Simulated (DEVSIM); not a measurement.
System: illuminated Si p-on-n cell, one wavelength, at 350 K.

| layer (left to right) | material | thickness (μm) | Nd (cm⁻³) | Na (cm⁻³) | τn (s) | τp (s) | absorption coefficient (cm⁻¹) |
|---|---|---|---|---|---|---|---|
| 1 | Si | 0.610 | - | 6.2e17 | 2.7e-5 | 6.5e-6 | 730 |
| 2 | Si | 91.0 | 1.8e16 | - | 5.9e-5 | 5.9e-5 | 730 |

Left contact: ohmic, minority electron recombination velocity 9000 cm/s. Right contact: ohmic, minority hole recombination velocity 4e5 cm/s. Voltage is applied to the left contact. Recombination: SRH at mid-gap, radiative, Auger. Light enters at the left, 8e16 photons cm⁻² s⁻¹, one pass, no reflection. Mobility is μmin + (μ − μmin)/(1 + (N/Nref)^α).

The device is made up for the run: typed textbook-type constants, with dimensions and the other settings drawn at random. Values at 300 K; Nc and Nv go as T^1.5, mobilities as T to minus their exponent, the gap by Varshni's rule with the affinity fixed.

```csv
parameter,Si
gap (eV),1.124
affinity (eV),4.05
permittivity,11.7
Nc (cm⁻³),2.86e19
Nv (cm⁻³),3.1e19
μn (cm²/Vs),1417
μp (cm²/Vs),470
"μn,min",52
"μp,min",45
"Nref,n",9.7e16
"Nref,p",2.2e17
αn,0.68
αp,0.72
T exponent of μn,2.3
T exponent of μp,2.2
B (cm³/s),4.7e-15
Cn (cm⁶/s),2.8e-31
Cp (cm⁶/s),9.9e-32
Varshni α (eV/K),0.000473
Varshni β (K),636
```

Model (solved in DEVSIM): 1D drift-diffusion, Boltzmann statistics, complete ionisation; no tunnelling, impact ionisation, image-force lowering or self-heating.

The photon flux was swept, all else fixed.

| photon flux (cm^-2 s^-1) | short-circuit current (mA/cm²) | fill factor | open-circuit voltage (V) | largest power (mW/cm²) |
|---|---|---|---|---|
| 2.4e15 | 0.328 | 0.73 | 0.369 | 0.0883 |
| 8e15 | 1.09 | 0.75 | 0.405 | 0.330 |
| 2.4e16 | … | … | … | 1.09 |
| 8e16 | 10.9 | 0.77 | 0.474 | 4.01 |
| 2.4e17 | 32.8 | 0.78 | 0.508 | 13.0 |
| 8e17 | 109 | 0.79 | 0.544 | 47.1 |
| 2.4e18 | 329 | 0.80 | 0.577 | 151 |

Task: Fill in the missing entries.

Result: 
- 2.4e16, short-circuit current (mA/cm²): 3.28
- 2.4e16, fill factor: 0.76
- 2.4e16, open-circuit voltage (V): 0.438
